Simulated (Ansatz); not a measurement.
Given:

```yaml
crystal:
  lattice:
    - [3.12386, 0.00000, 0.00000]
    - [-1.56193, 2.70534, 0.00000]
    - [0.00000, 0.00000, 3.48869]
  atoms:
    - { symbol: Zr, position: [0.00000, 0.00000, 0.00000] }
    - { symbol: B, position: [0.66667, 0.33333, 0.50000] }
    - { symbol: B, position: [0.33333, 0.66667, 0.50000] }
```

No spin polarisation.

All numbers come from PBE (Ansatz, a quantum-chemistry and plane-wave program, PAW, scalar-relativistic without spin-orbit coupling). Γ-centred 21×21×16 mesh, Fermi–Dirac width 0.1 eV.

Task: Predict the pressure, band gap and space group.

Result: The pressure (mean of the normal stresses, compression positive) is 11.8 GPa and the band gap comes out as zero. The space group comes out as P6/mmm (No. 191).

The cells carry an imposed strain or load. Stability against distortions was not tested. The final runs are not spin-polarised. The cell was made from ZrB$_{2}$ (space group P6/mmm, No. 191) by this change: isotropic strain −1.50 %.
